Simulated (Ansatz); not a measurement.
Base system: HfC in the rock salt structure (space group Fm-3m, No. 225; a = 4.641 Å).

Calculations: Ansatz (a program for electronic structure) r2SCAN, scalar-relativistic without spin-orbit coupling.

Before the change:

```
Property                Value
-------------------  --------
Lattice parameter a  464.1 pm
Band gap                 zero
```

One thing is altered: hydrostatic tension (pressure −2 GPa).

**Question.** Predict the new lattice parameter a and band gap.

**Answer.** The lattice parameter a goes up by 1.3 pm to 465.4 pm; the band gap remains zero.

Load acts through the strain it causes; cell and atoms are relaxed under it. No phonon test of stability was made. All final runs are without spin polarisation.
